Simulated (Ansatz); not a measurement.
The reference is ZnS in the wurtzite structure (space group P6_3mc, No. 186).

Levels (all Ansatz, a quantum-chemistry and plane-wave program, PAW): PBE (420 eV, no SOC); r2SCAN (500 eV, no spin-orbit coupling).

Levels that relaxed their own cell: PBE and r2SCAN.

Measured: band gap 3.91 eV (temperature not stated; as listed in Mehmet Aras, Çetin Kılıç, The Journal of Chemical Physics (2014)).

Task: Knowing the measured values, estimate what each level computes.

Result: 
```json
[
 {"level": "PBE", "band gap": "2.08 eV"},
 {"level": "r2SCAN", "band gap": "2.78 eV"}
]
```

Computed minus measured — band gap: PBE -1.83 eV, r2SCAN -1.13 eV (closest: r2SCAN). Measured values not marked as corrected hold thermal and zero-point effects that the static-lattice runs lack. A measured gap can be an optical one, lowered by exciton binding.

Stability against distortions was not tested.
